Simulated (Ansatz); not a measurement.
An Ansatz (a quantum-chemistry and plane-wave program) run: hypothetical fluorite YbSi2 with a change (Si → Sn); r2SCAN (Ansatz, PAW, no spin-orbit coupling).

Input:

Ansatz 0.2 input:
```yaml
crystal:
  lattice:
    - [0, 3.5694692071, 3.5694692071]
    - [3.5694692071, 0, 3.5694692071]
    - [3.5694692071, 3.5694692071, 0]
  atoms:
    - { symbol: Yb, position: [0, 0, 0] }
    - { symbol: Sn, position: [0.25, 0.25, 0.25] }
    - { symbol: Sn, position: [0.75, 0.75, 0.75] }
basis: { ecutwfc: 500, ecutrho_ratio: 4, xc_grid: 4, fft_grid_basis: typed }
kpoints: { mp_grid: { grid: [11, 11, 11] } }
hamiltonian:
  xc: r2scan
  dispersion: none
  pseudopotentials: { kind: paw }
scf: { occupations: { method: fermi_dirac, width: 0.05 }, convergence: { dr2_threshold: 0.0000000003 } }
output: { forces: true, stress: true }
checkpoint: { write: state.ck, write_every: 1000 }
```

Output (explanatory and most iteration lines left out):

```
Pseudopotential: Yb, paw, valence charge 24
Pseudopotential: Sn, paw, valence charge 14
Crystal: 3 atoms, lattice volume = 90.958 Å³
Basis set: ecut = 500 eV, 2277 PW (Γ), exchange–correlation on 160×160×160 points (64 copies of the dense FFT grid, shifted against one another)
Bands: 30, of which v1, the nominal top of the filled ones, is band 26 counted from 1 (25 counted from 0)
Symmetry: 48 space group operations
Space group: Fm-3m (ITA 225), of the structure as read, at distance tolerance 4.5e-5 Å
k-points: 56 of 1331
Functional: x = r2scan, c = r2scan; τ floored in thin density (d = 2e-4 eV/Å³)
SCF iter   1: F=—  HF=-25883.985641 eV  |F-HF|=—  |Δ(HF+E_count)|=         —  Δρ=3.01e-2  dr2=7.85e-1  dr2_τ=1.12e-2  ethr=1.77e-3  ⟨swp⟩=6.7  Hψ=7752  notcnv=0
SCF iter   2: F=—  HF=-25892.399210 eV  |F-HF|=—  |Δ(HF+E_count)|=    8.41e0  Δρ=5.60e-1  dr2=2.68e2  dr2_τ=7.05e-2  ethr=1.51e-3  ⟨swp⟩=7.8  Hψ=14950  notcnv=0  recentre
SCF 1 converged in 15 iterations: F = -25883.898186 eV  dr2 = 1.09e-11
SCF converged after 15 iterations
Free energy (F): -25883.898186 eV
Internal energy: -25883.885017 eV  (E = F + TS)
E sigma→0 (E₀):  -25883.891601 eV
Entropy (-TS):   -0.013170 eV (-4.390 meV/atom)
Fermi energy:    10.108282 eV
--- Forces (eV/Å), atoms counted from 1 ---
  atom   1  Yb     0.00000000    -0.00000000     0.00000000
  atom   2  Sn    -0.00000000     0.00000000    -0.00000000
  atom   3  Sn    -0.00000000     0.00000000    -0.00000000
--- Stress (GPa, compression-positive) ---
        0.001474      -0.000000       0.000000
       -0.000000       0.001474       0.000000
        0.000000      -0.000000       0.001474
  P = ⅓ Tr σ = 0.0015 GPa (0.015 kbar)
```

The state of the 4f shell was not checked for lower solutions. No phonon test of stability was made. Starting moments died away, wholly or in part, for Si → Sn; another magnetic solution may exist. The final runs are not spin-polarised. The cell was made from YbSi2 by this change: Si → Sn; the result is a hypothetical phase, not in the database extracts checked.
